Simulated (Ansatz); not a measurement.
# CdS, pressure series

Start from CdS in the zinc blende structure (space group F-43m, No. 216).

```xyz
2
Lattice="0.0000 2.9389 2.9389 2.9389 0.0000 2.9389 2.9389 2.9389 0.0000" Properties=species:S:1:pos:R:3 pbc="T T T"
S      1.4694     1.4694     1.4694
Cd     0.0000     0.0000     0.0000
```

Cell and atoms are relaxed at each pressure.

All numbers come from r2SCAN, PAW, 500 eV (Ansatz, a program for electronic structure; no SOC).

Candidates:
(a) pressure 3 GPa
(b) pressure −1 GPa
(c) pressure 30 GPa
(d) pressure 50 GPa

Before the change:

- Width of the top valence band: 2.16 eV

**Question.** Order them by width of the top valence band, highest first.

**Answer.** (d) pressure 50 GPa (3.74 eV), (c) pressure 30 GPa (3.28 eV), (a) pressure 3 GPa (2.32 eV), (b) pressure −1 GPa (2.10 eV)

The levels and masses belong to the bands next to the band gap. Load acts through the strain it causes; cell and atoms are relaxed under it. No phonon test of stability was made. Tetrahedral semiconductors of this kind turn to denser phases somewhere between about 1 and 50 GPa; those were not computed, so compressed cells here can lie past the real transition.
